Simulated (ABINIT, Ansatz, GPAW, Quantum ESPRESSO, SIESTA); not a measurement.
# Code comparison for CaC2 (P-1, 6 atoms in the cell)

Self-consistent single point.

```
CELL_PARAMETERS angstrom
      3.87625     0.00000     0.00000
      1.84964     3.53935     0.00000
      0.41179     1.00694     7.21993
ATOMIC_POSITIONS crystal
  Ca 0.22555 0.98060 0.75247
  Ca 0.77445 0.01940 0.24753
  C  0.13145 0.40051 0.06016
  C  0.86855 0.59949 0.93984
  C  0.44816 0.63441 0.43396
  C  0.55184 0.36559 0.56604
```

Shared settings, as Ansatz (a quantum-chemistry and plane-wave program) writes them: kpoints.mp_grid.grid = 2 2 1; scf.occupations.method = fixed. Potentials and cutoffs stand in the table.

| code | model | pressure (GPa) | largest force (eV/Å) | gap on the mesh (eV) | cutoff |
|---|---|---|---|---|---|
| ABINIT | LDA (PW92), norm-conserving pseudopotentials (PseudoDojo nc-sr-04 LDA standard) | -4.66 | 0.482 | 2.790 | 41 Ha |
| GPAW | LDA (Perdew-Wang 92), GPAW PAW datasets LDA (gpaw-data 1.0.1) | – | 0.632 | 2.805 | 900 eV |
| SIESTA | LDA PW92, numerical atomic orbitals DZP, PseudoDojo LDA standard norm-conserving potentials (rewritten from UPF to PSML) | 1.80 | 1.265 | 4.048 | grid 300 Ry |
| Quantum ESPRESSO | LDA (PZ), GBRV 1.5 ultrasoft (LDA) pseudopotentials | -4.77 | 0.518 | 2.803 | 40 Ry |
| Ansatz | LDA (PW92), PAW files made with PBE | -5.05 | 0.690 | 2.796 | default |

Size of the force on each atom (eV/Å): Sizes of forces hide their directions.

| code | Ca1 | Ca2 | C3 | C4 | C5 | C6 |
|---|---|---|---|---|---|---|
| ABINIT | 0.085 | 0.085 | 0.482 | 0.482 | 0.422 | 0.422 |
| GPAW | 0.074 | 0.074 | 0.632 | 0.632 | 0.566 | 0.566 |
| SIESTA | 0.140 | 0.140 | 1.168 | 1.168 | 1.265 | 1.265 |
| Quantum ESPRESSO | 0.085 | 0.085 | 0.518 | 0.518 | 0.457 | 0.457 |
| Ansatz | 0.084 | 0.084 | 0.690 | 0.690 | 0.627 | 0.627 |

A dash marks a value that a program does not give, or that is left out as unsure.

Gaps are read on the mesh. Another mesh or the band path gives a smaller gap, so these values are not converged in the mesh.

The spread over the programs that give each value: pressure within 6.85 GPa; largest force within 0.783 eV/Å; gap on the mesh within 1.258 eV.

SIESTA uses small atom-centred bases, whose incompleteness enters pressures, forces and empty levels differently from a plane-wave cutoff. Ansatz's pressure is given at a fixed set of plane waves, as the other plane-wave codes print theirs; with its correction for the finite basis it is -4.88 GPa. The pressure of GPAW is left out: its cutoff lies under the one at which its stress was checked. The same LDA comes in different parametrisations, which differ slightly. In the pressure, SIESTA (by 6.57) lies more than 1 GPa from the median of the plane-wave programs. In the gap, SIESTA (by 1.248) lies more than 0.12 eV from the median of the plane-wave programs. In the force vectors, ABINIT (by 0.093), SIESTA (by 1.757) and Ansatz (by 0.118) lie more than 0.08 eV/Å from the median of the plane-wave programs.

On the base mesh (7 6 3) the same programs gave: Ansatz pressure -5.82 GPa, gap on the mesh 2.414 eV; Quantum ESPRESSO pressure -5.53 GPa, gap on the mesh 2.422 eV; ABINIT pressure -5.42 GPa, gap on the mesh 2.408 eV; GPAW gap on the mesh 2.422 eV; SIESTA pressure 1.36 GPa, gap on the mesh 3.465 eV.

The values differ from the base mesh's, so the mesh still matters here: the table compares the programs at equal settings.

The starting cell comes from a database of computed structures (which also holds hypothetical and non-ambient phases and stackings), without a prior relaxation at this level. Its lattice was rescaled by a random factor within 2.5 % of one.

Left out of this page: CP2K (on another mesh).

Keys are those of Ansatz 0.2.
